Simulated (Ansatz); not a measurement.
Results of rVV10 (Ansatz, a quantum-chemistry and plane-wave program, plane waves, PAW) for CaTiO3 (Pnma, No. 62).

Numerical settings: plane-wave cutoff 520 eV, 6×6×6 k mesh, Fermi–Dirac smearing 0.01 eV, no spin polarisation, scalar-relativistic PAW data made under PBE.

A third-order Birch–Murnaghan fit to the energies gives V0 = 11.449 Å³/atom, B0 = 176 GPa, B′ = 4.2.

```tsv
V (Å³/atom)	P (GPa)
10.991	(withheld)
11.220	(withheld)
11.449	-0.01
11.678	-3.35
11.907	(withheld)
```

Task: Estimate the withheld pressures from this fit; the answers are the runs' own values.

Result: 
- 10.991, P (GPa): 7.83
- 11.220, P (GPa): 3.71
- 11.907, P (GPa): -6.36

The formula P = (3/2) B0 (x^(7/3) − x^(5/3)) [1 + (3/4)(B′ − 4)(x^(2/3) − 1)] with x = V0/V meets the computed pressures within 0.02 GPa when these rounded values are put in.

Shape and atoms are relaxed at each volume.

Note: the relaxation could not lower the start's symmetry, so the cell can be a saddle point above a distorted one; the bulk modulus comes from volumes at which shape and atoms were relaxed.
